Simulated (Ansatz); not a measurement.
Base system: GaN in the wurtzite structure (space group P6_3mc, No. 186; a = 3.2186 Å, c = 5.2435 Å).

Computed with PBE (Ansatz, an electronic-structure program, PAW, scalar-relativistic without spin-orbit coupling), earlier PAW set.

Base values:

```
Item                                Result
-----------------------------  -----------
Gap character                  direct at Γ
Band gap                           1.71 eV
Width of the top valence band      2.67 eV
```

It is then changed as follows: every lattice vector is shortened by 1.95 %, atoms relaxed at fixed cell.

Q: How does this affect the gap character?

A: The gap character remains direct at Γ.

Q: How does this affect the band gap?

A: The band gap grows by 0.39 eV (1.71 eV → 2.10 eV).

Q: Predict the new width of the top valence band.

A: The width of the top valence band grows by 0.20 eV, from 2.67 eV to 2.87 eV.

Q: Estimate the effect on the energy relative to the base.

A: The energy goes up by 23 meV/atom.

The cells carry an imposed strain or load. Whether these cells are dynamically stable was not tested.
